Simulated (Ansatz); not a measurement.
Input and output of a self-consistent single point for LuBi2ClO4 (P4mm, 8 atoms in the cell) (Ansatz, a first-principles code).

Computed with LDA (PW92), default PAW files made with PBE (plane waves; Ansatz).

The change in words: lattice scaled by 0.98. Reference geometry:
```
CELL_PARAMETERS angstrom
      3.87644     0.00000     0.00000
      0.00000     3.87644     0.00000
      0.00000     0.00000     9.06032
ATOMIC_POSITIONS crystal
  Lu 0.00000 0.00000 0.00552
  Bi 0.50000 0.50000 0.27571
  Bi 0.50000 0.50000 0.72429
  Cl 0.00000 0.00000 0.50000
  O  0.50000 0.00000 0.85157
  O  0.50000 0.00000 0.14843
  O  0.00000 0.50000 0.85157
  O  0.00000 0.50000 0.14843
```

Reference input (self-consistent single point, DFT, LDA (PW92), plane waves, default PAW files made with PBE): basis.ecutwfc = 30.9 Ry; kpoints.mp_grid.grid = 7 7 3; hamiltonian.xc = lda; hamiltonian.pseudopotentials = {kind: paw} (the program's default PAW files); scf.occupations.method = fixed. This run's input differs from it in these lines:

```diff
@@ -3,5 +3,5 @@
   lattice:
-    - [3.876436, 0.000000, 0.000000]
-    - [0.000000, 3.876436, 0.000000]
-    - [0.000000, 0.000000, 9.060316]
+    - [3.798907, 0.000000, 0.000000]
+    - [0.000000, 3.798907, 0.000000]
+    - [0.000000, 0.000000, 8.879110]
   atoms:
```

Output, abridged:

```
SCF iter   1: F=—  HF=-41936.382444 eV  |F-HF|=—  |Δ(HF+E_count)|=         —  Δρ=1.52e-2  dr2=2.88e-1  ethr=1.77e-3  ⟨swp⟩=5.3  Hψ=3950  notcnv=0  defer=120
all-band conjugate gradients solve this SCF's bands
preconditioner: auto → Resta (q_TF=auto, 2.553 Å⁻¹)
SCF iter   2: F=—  HF=-41936.317571 eV  |F-HF|=—  |Δ(HF+E_count)|=   6.49e-2  Δρ=5.36e-3  dr2=2.93e-2  ethr=3.35e-4  ⟨swp⟩=2.7  Hψ=1986  notcnv=0  defer=140
   [... lines left out ...]
SCF iter   6: F=—  HF=-41936.309850 eV  |F-HF|=—  |Δ(HF+E_count)|=   3.08e-5  Δρ=8.64e-5  dr2=9.97e-6  ethr=7.84e-8  ⟨swp⟩=2.5  Hψ=1932  notcnv=0  defer=92
SCF iter   7: F=—  HF=-41936.309853 eV  |F-HF|=—  |Δ(HF+E_count)|=   2.13e-6  Δρ=4.56e-5  dr2=2.44e-6  ethr=1.16e-8  ⟨swp⟩=2.0  Hψ=1676  notcnv=0  defer=93
SCF iter   8: F=—  HF=-41936.309853 eV  |F-HF|=—  |Δ(HF+E_count)|=   1.44e-7  Δρ=1.73e-5  dr2=3.64e-7  ethr=2.83e-9  ⟨swp⟩=2.0  Hψ=1679  notcnv=0  defer=93
SCF iter   9: F=-41936.309853 eV  HF=-41936.309853 eV  |F-HF|=5.72e-9  |Δ(HF+E_count)|=   4.13e-9  Δρ=3.60e-6  dr2=1.76e-8  ethr=1.16e-10  ⟨swp⟩=16.4  Hψ=7869  notcnv=0
SCF 1 converged in 9 iterations: F = -41936.309853 eV  dr2 = 1.76e-8
Free energy (F): -41936.309853 eV
Internal energy: -41936.309853 eV  (E = F + TS)
E sigma→0 (E₀):  -41936.309853 eV
Fermi energy:    9.802032 eV
--- Forces (eV/Å), atoms counted from 1 ---
  atom   1  Lu    -0.00000000    -0.00000000    -0.86736342
  atom   2  Bi     0.00000000     0.00000000     0.28297066
  atom   3  Bi     0.00000000    -0.00000000     0.20826257
  atom   4  Cl    -0.00000000     0.00000000    -0.12631571
  atom   5  O      0.00000000     0.00000000     0.02249543
  atom   6  O      0.00000000     0.00000000     0.22872465
  atom   7  O     -0.00000000    -0.00000000     0.02249543
  atom   8  O      0.00000000     0.00000000     0.22872465
--- Stress (GPa, compression-positive) ---
       -1.980607       0.000000       0.000000
        0.000000      -1.980607       0.000000
        0.000000       0.000000      -1.878728
  P = ⅓ Tr σ = -1.9466 GPa (-19.466 kbar)
  The stress holds the Pulay correction. Without it, at fixed plane waves, as pw.x and ABINIT print it: P = -2.5024 GPa
```

The run converged in 9 iterations. Against the reference run the free energy drops by 34.2 meV/atom, the pressure goes from -8.64 to -1.95 GPa, the largest force goes from 1.106 to 0.867 eV/Å and the gap on the mesh goes from 1.142 to 1.312 eV.

The starting cell comes from a database of computed structures (which also holds hypothetical and non-ambient phases and stackings), without a prior relaxation at this level. Its lattice was rescaled by up to half a per cent. One atom was moved a little off its site on purpose. For this run, on top of that: lattice scaled by 0.98. Spin-orbit coupling is off. Ansatz's pressure includes its estimate of the finite-basis (Pulay) stress. Without the estimate this run gives -2.50 GPa. Another mesh or the band path of this cell gives a smaller gap, so this value is not converged in the mesh.

Keys are those of Ansatz 0.2.
